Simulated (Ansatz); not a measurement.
Structures of equal composition on the (110) surface of bcc W: a layer of Al in place of the second plane; a layer of Al in place of the third plane. The slabs share one bottom face, and each structure is named by its start. These are constructed structures in small cells; real faces may alloy, dewet or reconstruct in larger ones, and not all known structures of the face are among them. Slabs of about 11 Å, Fermi-Dirac smearing of 0.1 eV. Bottom of the slabs: a bare face, its two planes held. Relaxed from the named starts with such symmetry as they have, on meshes of like density; energies extrapolated to zero smearing; spin only where a row says so; no spin-orbit coupling, no U. Brackets mark spin-polarised runs, whose order is one that fits the cell.

All values below come from PBE (plane waves to 420 eV, PAW; Ansatz, a quantum-chemistry and plane-wave program).

**Question.** Rank these by energy per 1x1 cell (lowest first), as PBE gives it.

**Answer.** a layer of Al in place of the third plane (0.000 eV), a layer of Al in place of the second plane (0.139 eV)
